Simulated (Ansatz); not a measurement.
# How the equilibrium lattice constant a of ZrSe2 (model structure, started from the anatase type, I4₁/amd, No. 141, 6 atoms in the cell) moves with the method

No measured value is used here.

Problem. Put these levels in order of the equilibrium lattice constant a that they give for ZrSe2 (model structure, started from the anatase type, I4₁/amd, No. 141, 6 atoms in the cell), smallest first: PBE (Ansatz, a quantum-chemistry and plane-wave program), PBE-D3(BJ) (Ansatz), PBEsol (Ansatz).

Solution. PBEsol (5.290 Å), PBE-D3(BJ) (5.307 Å), PBE (5.354 Å)

Ansatz's density-functional and Hartree–Fock values are scalar-relativistic unless marked +SOC, with PAW data made under PBE.

A model structure was made by putting elements into a prototype or built by hand; it is no filed structure, need not be a known phase, and can be a saddle point held by its symmetry.
